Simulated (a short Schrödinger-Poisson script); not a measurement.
Solved with a short Schrödinger-Poisson script written for these runs: 1D Poisson equation in equilibrium, electrons quantum, Hartree plus LDA exchange-correlation (BenDaniel-Duke, 40 states a valley, the channel's in-plane mass for all, wave functions free to enter the barrier), parabolic valleys, classical holes, full ionisation, no traps, pinning or gate leakage.

Stack: gated In0.52Al0.48As/In0.53Ga0.47As modulation-doped gas in a quantum well, at 300 K.

From the gate side: 15 nm In0.52Al0.48As; 40 nm In0.52Al0.48As, donors 2.4e17 cm⁻³; 3 nm In0.52Al0.48As; 10 nm In0.53Ga0.47As; 4000 nm In0.52Al0.48As, acceptors 2e15 cm⁻³.

The device is made up for the run: typed textbook-type constants, with dimensions and the other settings drawn at random. In0.52Al0.48As: permittivity 12.5, conduction-band edge (eV) 0.52, gap (eV) 1.45, electron mass (mₑ) 0.075, Nv at 300 K (cm⁻³) 1.1e19. In0.53Ga0.47As: permittivity 13.9, conduction-band edge (eV) 0, gap (eV) 0.74, Nv at 300 K (cm⁻³) 7.7e18.

Channel valleys (confinement mass, in-plane density-of-states mass, number): Γ 0.041, 0.041, 1. At the gate the conduction-band edge of layer 1 lies 0.65 eV − eVg above the Fermi level of the channel; the field vanishes at the back. The barrier under the gate holds no holes. Gaps are held at their typed values at every temperature. Mesh 0.08 nm at interfaces.

Question: Give the gate voltage at 1e11 electrons/cm² (V); the lowest subband against the Fermi level at Vg = 0.4 V (meV); the centroid of the channel electrons at Vg = 0.4 V (nm).

Answer: gate voltage at 1e11 electrons/cm² (V): -0.13; lowest subband against the Fermi level at Vg = 0.4 V (meV): -29.7; centroid of the channel electrons at Vg = 0.4 V (nm): 4.59.
